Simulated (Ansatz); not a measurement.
Consider MgI2 in the CdI2 type structure (space group P-3m1, No. 164; a = 4.060 Å, c = 6.580 Å; layered, stacked along the Cartesian z axis).

Method: Ansatz (an electronic-structure program), PBEsol-D3(BJ), PAW, cutoff 420 eV, no spin-orbit coupling.

For the base:

- Pressure: 0.00 GPa
- Band gap: 3.34 eV

Perturbation: the cell is scaled by 0.9900 in all directions, atoms relaxed at fixed cell.

Problem. What happens to the pressure?

Solution. The pressure (mean of the normal stresses, compression positive) goes from zero to 0.77 GPa.

Problem. What happens to the band gap?

Solution. The band gap falls by 0.02 eV, from 3.34 eV to 3.32 eV.

With I present, leaving out spin-orbit coupling can change the band edges. The cells carry an imposed strain or load. Stability against distortions was not tested.
